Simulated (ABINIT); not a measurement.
Input and output of a self-consistent single point for Sn (I4_1/amd, 2 atoms in the cell) (ABINIT).

Level of theory: PBEsol, norm-conserving pseudopotentials (PseudoDojo nc-sr-04 PBEsol standard) (plane waves; ABINIT).

```
CELL_PARAMETERS angstrom
     -2.91500     2.91500     1.59000
      2.91500    -2.91500     1.59000
      2.91500     2.91500    -1.59000
ATOMIC_POSITIONS crystal
  Sn 0.25000 0.75000 0.50000
  Sn 0.00000 0.00000 0.00000
```

Reference input (self-consistent single point, DFT, PBE, plane waves, norm-conserving pseudopotentials (PseudoDojo nc-sr-05 PBE standard)): pseudos = [Sn.upf]; ecut = 36 Ha; occopt = 7; tsmear = 0.1 eV; ngkpt = 8 8 8; nshiftk = 1; shiftk = 0 0 0; potentials = PseudoDojo nc-sr-05 PBE standard; nband = 19; kptopt = 1; nstep = 60; tolvrs = 1e-12. This run's input differs from it in these lines:

```diff
@@ -1,2 +1,2 @@
-# Sn, PseudoDojo nc-sr-05 PBE standard
+# Sn, PseudoDojo nc-sr-04 PBEsol standard
 pp_dirpath "./"
```

Its files differ too (potentials: PseudoDojo nc-sr-05 PBE standard → PseudoDojo nc-sr-04 PBEsol standard).

The program printed (abridged):

```
--- !BeginCycle
solver: {iscf: 7, nstep: 60, nline: 4, wfoptalg: 0, }
tolerances: {tolvrs: 1.00E-12, }
...

     iter   Etot(hartree)      deltaE(h)  residm     vres2
 ETOT  1  -156.82588241938    -1.568E+02 6.161E-01 1.096E+00
 ETOT  2  -157.31810018807    -4.922E-01 1.679E-02 3.962E+00
 ETOT  3  -157.31814653320    -4.635E-05 2.109E-03 3.677E+00
 ETOT  4  -157.31863193099    -4.854E-04 1.309E-03 4.810E-03
 ETOT  5  -157.31863230745    -3.765E-07 2.903E-04 2.552E-03
 ETOT  6  -157.31863262078    -3.133E-07 1.552E-04 1.379E-05
 ETOT  7  -157.31863262308    -2.300E-09 1.460E-04 4.614E-07
 ETOT  8  -157.31863262315    -7.066E-11 1.384E-04 8.618E-10
 ETOT  9  -157.31863262314     8.981E-12 1.777E-04 1.208E-11
 ETOT 10  -157.31863262315    -9.493E-12 1.500E-04 2.400E-14
 At SCF step   10       vres2   =  2.40E-14 < tolvrs=  1.00E-12 =>converged.

 Cartesian components of stress tensor (hartree/bohr^3)
  sigma(1 1)=  2.73633938E-05  sigma(3 2)=  0.00000000E+00
  sigma(2 2)=  2.73633938E-05  sigma(3 1)=  0.00000000E+00
  sigma(3 3)= -2.43141057E-05  sigma(2 1)=  0.00000000E+00

 ----iterations are completed or convergence reached----

 reduced coordinates (array xred) for    2 atoms
       0.250000000000      0.750000000000      0.500000000000
       0.000000000000      0.000000000000      0.000000000000
 cartesian forces (eV/Angstrom) at end:
    1     -0.00000000000000     0.00000000000000    -0.00000000000000
    2      0.00000000000000    -0.00000000000000     0.00000000000000
 frms,max,avg= 7.1125702E-29 1.0800502E-28   0.000E+00  0.000E+00  0.000E+00 e/A
   [... lines left out ...]
 Fermi (or HOMO) energy (hartree) =   0.09994   Average Vxc (hartree)=  -0.39389
   [... lines left out ...]
total_energy        : -1.57318632623149E+02
total_energy_eV     : -4.28085770063883E+03
band_energy         : -1.42158741568111E+01
...

-Cartesian components of stress tensor (GPa)         [Pressure= -2.9826E-01 GPa]
- sigma(1 1)=  8.05058705E-01  sigma(3 2)=  0.00000000E+00
- sigma(2 2)=  8.05058705E-01  sigma(3 1)=  0.00000000E+00
- sigma(3 3)= -7.15345567E-01  sigma(2 1)=  0.00000000E+00

 Calculation completed.
```

The run converged in 10 iterations. Against the reference run the pressure goes from 2.63 to -0.30 GPa.

The starting cell has typed, rounded lattice constants, without a prior relaxation at this level.

Cost on one core of a shared machine: roughly 2 min.
